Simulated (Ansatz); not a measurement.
**A computed series for GaMo4S8: response to strain**

Consider GaMo$_{4}$S$_{8}$ (space group F-43m, No. 216).

```
GaMo4S8
1.0
    0.00000     4.83254     4.83254
    4.83254     0.00000     4.83254
    4.83254     4.83254     0.00000
Ga Mo S
1 4 8
Direct
  0.50000   0.50000   0.50000
  0.30807   0.89731   0.89731
  0.89731   0.89731   0.89731
  0.89731   0.89731   0.30807
  0.89731   0.30807   0.89731
  0.63632   0.09104   0.63632
  0.09104   0.63632   0.63632
  0.63632   0.63632   0.63632
  0.63632   0.63632   0.09104
  0.13474   0.59577   0.13474
  0.59577   0.13474   0.13474
  0.13474   0.13474   0.13474
  0.13474   0.13474   0.59577
```

Cartesian axes are those of the cell as printed.

Strains are applied to the cell and any free atomic positions relax.

The values are results of Kohn–Sham DFT with the PBEsol functional, run in Ansatz (a first-principles code) with PAW and 420 eV plane waves, scalar-relativistic without spin-orbit coupling, not measurements.

```tsv
change	pressure	shortest interatomic distance
base	0.0 GPa	2.282 Å
isotropic strain +1.65 %	-4.5 GPa	2.322 Å
uniaxial strain ε_xx = −1.15 %	1.2 GPa	2.273 Å
uniaxial strain ε_zz = +5.40 %	-4.6 GPa	2.327 Å
tensor shear ε_xz = +0.44 %	0.0 GPa	2.281 Å
```

Whether these cells are dynamically stable was not tested. The final runs are not spin-polarised. An odd electron count without spin: GaMo4S8.
